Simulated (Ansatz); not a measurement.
The reference is SnO in the litharge type structure (space group P4/nmm, No. 129; a = 3.837 Å, c = 4.759 Å; layered, stacked along the Cartesian z axis).

Levels (all Ansatz, a first-principles code, PAW): PBE-D3(BJ) (420 eV, spin-orbit coupling left out); r2SCAN (500 eV, scalar-relativistic without spin-orbit coupling).

The geometry is relaxed with PBE-D3(BJ).

| Item | Value |
|---|---|
| PBE-D3(BJ) gap character | absent |
| PBE-D3(BJ) band gap | zero |

Q: Predict the gap character and band gap from r2SCAN.

A: The gap character becomes indirect, Γ → M (PBE-D3(BJ): absent); the band gap becomes 0.11 eV (PBE-D3(BJ): zero).

Single points use the geometry relaxed with PBE-D3(BJ). Whether these cells are dynamically stable was not tested. All final runs are without spin polarisation. The zero or small gap of SnO can change with the level of theory.
